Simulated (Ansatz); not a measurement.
Take MoS₂ in the 3R-MoS2 type structure (space group R3m, No. 160; a = 3.175 Å, c = 18.585 Å (hexagonal axes); layered, stacked along the Cartesian z axis) as the base.

Level of theory: Kohn–Sham DFT with the r2SCAN+rVV10 functional, run in Ansatz (a program for electronic structure) with PAW and 500 eV plane waves, scalar-relativistic without spin-orbit coupling.

Before the change:

The band gap comes out as 1.02 eV, the lattice parameter a comes out as 3.175 Å and the gap character is indirect, T → k = (0.167, -1/2, -0.167) in the run's primitive reciprocal basis.

The change: full substitution Mo → W; the structure is relaxed again.

Problem. What happens to the band gap?

Solution. The band gap goes up by 0.14 eV to 1.16 eV.

Problem. Estimate the effect on the lattice parameter a.

Solution. The lattice parameter a falls by 0.0036 Å (3.175 Å → 3.172 Å).

Problem. How does this affect the gap character?

Solution. The gap character becomes indirect, T → Γ–S₀ (50 % along) (base: indirect, T → k = (0.167, -1/2, -0.167) in the run's primitive reciprocal basis).

Spin-orbit coupling, missing from the scalar runs, can matter with W. No phonon test of stability was made.
